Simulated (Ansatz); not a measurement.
**HfN: biaxial strain −0.83 %, plane normal [111], relaxed out of plane**

The parent structure is HfN in the rock salt structure (space group Fm-3m, No. 225; a = 4.4683 Å; relaxed with 0.1 eV smearing). Axes: x, y, z lie along the cube axes.

It is then changed as follows: biaxial strain −0.83 %, plane normal [111], relaxed out of plane (Cartesian); in-plane vectors clamped, the third vector and the atoms free.

Computed with LDA (Ansatz, a quantum-chemistry and plane-wave program, PAW, scalar-relativistic without spin-orbit coupling). Γ-centred 22×22×22 mesh, Fermi–Dirac width 0.1 eV.

```tsv
quantity	base	changed	shift
volume per atom	11.15 Å³	11.05 Å³	-0.10 Å³
space group	Fm-3m (No. 225)	R-3m (No. 166)	–
shortest interatomic distance	4.222 bohr	4.209 bohr	-0.013 bohr
energy relative to the base (free energy F)	0 meV/atom	+2.4 meV/atom	+2.4 meV/atom
pressure (mean of the normal stresses, compression positive)	0.0 GPa	2.8 GPa	+2.8 GPa
band gap	zero	zero	–
out-of-plane strain	–	+0.76 %	–
ratio −ε⊥/ε∥	–	0.92	–
mean in-plane stress (compression positive)	–	+4.2 GPa	–
```

Final structure (turned so that z lies along the plane normal):

```
HfN
1.0
    3.13334     0.00000     0.00000
    1.56667     2.71356     0.00000
    1.56667    -0.90452     2.59939
Hf N
1 1
Direct
  0.00000   0.00000   0.00000
  0.00000   0.50000   0.50000
```

Cost of the whole job for the changed cell (relaxation, final SCF and bands): about 2.9 core-minutes (a rough figure).

No phonon test of stability was made. All final runs are without spin polarisation. An odd electron count without spin: HfN.
